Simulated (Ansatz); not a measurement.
The decay constant κ of evanescent states in the gap governs leakage through a thin film.

Given:

```
CELL_PARAMETERS angstrom
      3.07874     0.00000     0.00000
      0.00000     4.35399     0.00000
      1.53937    -2.17699     1.53937
ATOMIC_POSITIONS crystal
  Si 0.50000 0.25000 0.00000
  C  0.00000 0.00000 0.00000
```

The cell is taken as given.

Transport runs along the normal of the first two printed cell vectors, the (110) plane of the conventional cell.

The gap is the functional's own, uncorrected, and κ follows it; spin-orbit coupling is left out. Mid-gap means the computed energy nearest the middle.

Estimate the band gap and the smallest decay constant κ at mid-gap that r2SCAN run with Ansatz (an electronic-structure program) returns for this system.

Gap 1.71 eV on a 20×20×20 mesh; κ = 0.191 1/Å, at the zone centre.
